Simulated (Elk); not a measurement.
Band structure of MgPt₇ (Fm-3m, 8 atoms in the cell).

```xyz
8
Lattice="0.0000 3.9365 3.9365 3.9365 0.0000 3.9365 3.9365 3.9365 0.0000" Properties=species:S:1:pos:R:3 pbc="T T T"
Mg     0.0000     0.0000     0.0000
Pt     0.0000     1.9683     1.9683
Pt     1.9683     3.9365     1.9683
Pt     3.9365     1.9683     1.9683
Pt     1.9683     0.0000     1.9683
Pt     1.9683     1.9683     3.9365
Pt     1.9683     1.9683     0.0000
Pt     3.9365     3.9365     3.9365
```

Method: PBEsol, all-electron FP-LAPW, Elk's shipped species files, LAPW+lo basis (Elk).

Settings: xctype = 22; rgkmax = 7.5; stype = 0; swidth = 0.00999582 Ha; ngridk = 6 6 6; gmaxvr = 16 1/bohr; nxoapwlo = 1; rmtscf = 0.88.

The starting cell comes from a database of computed structures (which also holds hypothetical and non-ambient phases and stackings), without a prior relaxation at this level. Spin-orbit coupling is off. Spin polarisation is off. Values depend on the basis (sphere radii, cutoffs, local orbitals), which need not be converged.

Levels in eV from the Fermi level, bands 107 to 114:
```
point    107    108    109    110    111    112    113   114
-----  -----  -----  -----  -----  -----  -----  -----  ----
Γ       0.08   0.08   0.16   0.16   0.16   0.54   0.54  0.54
X      -1.71  -1.62  -1.58  -0.80   0.52   1.07   1.08  1.81
W      -1.57  -0.64  -0.57  -0.41  -0.21  -0.19  -0.19  3.30
K      -1.43  -1.15  -1.14  -0.72  -0.22   0.01   1.12  1.86
L      -1.43   0.10   0.10   0.20   0.23   1.07   2.52  2.52
U      -1.43  -1.15  -1.14  -0.72  -0.22   0.01   1.12  1.86
```

Bands cross the Fermi level along this path, so the cell is metallic at this level.
